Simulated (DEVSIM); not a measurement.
Structure: Schottky contact on n-type Si, at 400 K.

| layer (left to right) | material | thickness (μm) | Nd (cm⁻³) | τn (s) | τp (s) |
|---|---|---|---|---|---|
| 1 | Si | 0.870 | 2e17 | 5.2e-6 | 5.2e-6 |

Left contact: Schottky, work function 4.62 eV, emission velocity 2.6e6 cm/s. Right contact: ohmic. Voltage is applied to the left contact. Recombination: SRH at mid-gap, Auger. Gap narrowing is on: ΔEg = 6.92 meV × (l + √(l² + 0.5)), l = ln(N/1.3e17 cm⁻³), shared equally by both band edges. Mobility is μmin + (μ − μmin)/(1 + (N/Nref)^α).

Constants are typed, rounded textbook-type inputs, not results; the design itself was drawn at random and stands for no fabricated device. Values at 300 K; Nc and Nv go as T^1.5, mobilities as T to minus their exponent, the gap by Varshni's rule with the affinity fixed.

```
parameter               Si
----------------  --------
gap (eV)             1.124
affinity (eV)         4.05
permittivity          11.7
Nc (cm⁻³)          2.86e19
Nv (cm⁻³)           3.1e19
μn (cm²/Vs)           1417
μp (cm²/Vs)            470
μn,min                  52
μp,min                  45
Nref,n              9.7e16
Nref,p              2.2e17
αn                    0.68
αp                    0.72
T exponent of μn       2.3
T exponent of μp       2.2
Cn (cm⁶/s)         2.8e-31
Cp (cm⁶/s)         9.9e-32
Varshni α (eV/K)  0.000473
Varshni β (K)          636
```

Model (solved in DEVSIM): 1D drift-diffusion, Boltzmann statistics, complete ionisation; no tunnelling, impact ionisation, image-force lowering or self-heating. Metal contacts follow the ideal Schottky-Mott rule: no Fermi-level pinning, no interface dipoles.

The temperature was swept, all else fixed.

| temperature (K) | dark forward voltage at 100 A/cm² (V) | potential step across the device at zero bias (V) | largest field in the device at zero bias (V/cm) |
|---|---|---|---|
| 250 | 0.321 | 0.465 | 160000 |
| 300 | 0.266 | 0.437 | 160000 |
| 350 | 0.209 | 0.409 | 150000 |
| 400 | 0.152 | 0.380 | 140000 |
| 450 | 0.097 | 0.350 | 140000 |
| 500 | 0.052 | 0.319 | 130000 |

From the first row to the last the dark forward voltage at 100 A/cm² goes from 0.321 to 0.052. From the first row to the last the potential step across the device at zero bias goes from 0.465 to 0.319.
